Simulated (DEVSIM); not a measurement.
Structure: Schottky contact on n-type CdTe, at 300 K.

Layer 1 from the left is CdTe, thickness (μm) 0.320, Nd (cm⁻³) 1.4e17, τn (s) 4e-8, τp (s) 4e-8.

Left contact: Schottky, work function 5.24 eV, emission velocity 7.3e6 cm/s. Right contact: ohmic. Voltage is applied to the left contact. Recombination: SRH at mid-gap, radiative, Auger. Mobility is μmin + (μ − μmin)/(1 + (N/Nref)^α).

The device is made up for the run: typed textbook-type constants, with dimensions and the other settings drawn at random. Values at 300 K.

CdTe: gap (eV) 1.5, affinity (eV) 4.28, permittivity 10.2, Nc (cm⁻³) 8e17, Nv (cm⁻³) 1.8e19, μn (cm²/Vs) 1000, μp (cm²/Vs) 80, μn,min 100, μp,min 10, Nref,n 1e17, Nref,p 1e17, αn 0.6, αp 0.6, B (cm³/s) 1e-10, Cn (cm⁶/s) 1e-30, Cp (cm⁶/s) 1e-30.

DEVSIM, 1D drift-diffusion, Boltzmann statistics, complete ionisation; no tunnelling, impact ionisation, image-force lowering or self-heating. Metal contacts follow the ideal Schottky-Mott rule: no Fermi-level pinning, no interface dipoles.

What does the simulation give for the largest field in the device at zero bias, the potential step across the device at zero bias, the dark forward voltage at 100 A/cm²?

largest field in the device at zero bias 210000 V/cm; potential step across the device at zero bias 0.915 V; dark forward voltage at 100 A/cm² 0.728 V.
